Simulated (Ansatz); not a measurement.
Given:

End structure of the (10-12) surface of hcp Tl in its 1x1 cell, outermost plane spacing 0.70 Å in the ideal cut:

```xyz
12
Lattice="3.5790 0.0000 0.0000 0.0000 8.3992 0.0000 0.0000 0.0000 27.5000" Properties=species:S:1:pos:R:3 pbc="T T T"
Tl     1.7895     0.2630     8.5191
Tl     1.7895     3.5679     8.9016
Tl     0.0000     6.2508    10.0914
Tl     0.0000     1.4798    11.2407
Tl     1.7895     4.1547    12.3475
Tl     1.7895     7.4556    12.9031
Tl     0.0000     1.7292    14.5969
Tl     0.0000     5.0300    15.1525
Tl     1.7895     7.7049    16.2593
Tl     1.7895     2.9340    17.4086
Tl     0.0000     5.6169    18.5984
Tl     0.0000     0.5226    18.9809
```

Slab: 12 atoms, 11.2 Å thick at the start; k 11x5x1, smearing 0.1 eV, dipole-corrected; all atoms relaxed; start symmetry kept, larger cells not searched; no spin, no spin-orbit, no U.

### Question
What is the computed work function of the top face (PBE (Ansatz, a program for electronic structure))?

### Answer
3.51 eV

### Question
Predict the surface energy (mean of both faces) from PBE.

### Answer
19 meV/Å²
